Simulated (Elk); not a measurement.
Band structure of BaSn (Cmcm, 4 atoms in the cell).

```xyz
4
Lattice="2.6831 -6.3629 0.0000 2.6831 6.3629 0.0000 0.0000 0.0000 4.7151" Properties=species:S:1:pos:R:3 pbc="T T T"
Ba     2.6831     4.6375     1.1788
Ba     2.6831    -4.6375     3.5364
Sn     2.6831     0.9170     1.1788
Sn     2.6831    -0.9170     3.5364
```

Method of the run: PBEsol, all-electron FP-LAPW, Elk's shipped species files, APW+lo basis with extra local orbitals (Elk).

Settings: xctype = 22; rgkmax = 8; swidth = 0.00183747 Ha; ngridk = 5 5 5; gmaxvr = 18 1/bohr; lmaxapw = 10; lmaxo = 8; nxlo = 2; lorbcnd = true; lradstp = 2; nrmtscf = 2; lmaxi = 4; maxscl = 100.

The starting cell comes from a database of computed structures (which also holds hypothetical and non-ambient phases and stackings), without a prior relaxation at this level. Values depend on the basis (sphere radii, cutoffs, local orbitals), which need not be converged.

Levels in eV from the Fermi level, bands 37 to 44:
```json
[
 {"point": "Γ", "37": "-1.53", "38": "-1.40", "39": "-1.09", "40": "-0.28", "41": "0.77", "42": "1.10", "43": "1.74", "44": "1.81"},
 {"point": "X", "37": "-2.56", "38": "-1.60", "39": "-1.11", "40": "-0.99", "41": "0.57", "42": "1.18", "43": "1.24", "44": "2.02"},
 {"point": "S", "37": "-2.60", "38": "-1.60", "39": "-1.47", "40": "-0.91", "41": "0.89", "42": "1.00", "43": "1.53", "44": "2.42"},
 {"point": "R", "37": "-1.95", "38": "-1.95", "39": "-0.94", "40": "-0.94", "41": "0.39", "42": "0.39", "43": "2.88", "44": "2.88"},
 {"point": "A", "37": "-2.14", "38": "-2.14", "39": "-0.83", "40": "-0.83", "41": "0.56", "42": "0.56", "43": "2.19", "44": "2.19"},
 {"point": "Z", "37": "-2.02", "38": "-2.02", "39": "-1.25", "40": "-1.25", "41": "0.09", "42": "0.09", "43": "2.34", "44": "2.34"},
 {"point": "Y", "37": "-1.23", "38": "-1.21", "39": "-1.00", "40": "-0.45", "41": "0.02", "42": "1.49", "43": "1.54", "44": "1.63"},
 {"point": "X1", "37": "-2.56", "38": "-1.60", "39": "-1.11", "40": "-0.99", "41": "0.57", "42": "1.18", "43": "1.24", "44": "2.02"},
 {"point": "A1", "37": "-2.14", "38": "-2.14", "39": "-0.83", "40": "-0.83", "41": "0.56", "42": "0.56", "43": "2.19", "44": "2.19"},
 {"point": "T", "37": "-2.57", "38": "-2.57", "39": "-0.94", "40": "-0.94", "41": "0.77", "42": "0.77", "43": "1.95", "44": "1.95"}
]
```

Bands cross the Fermi level along this path, so the cell is metallic at this level.
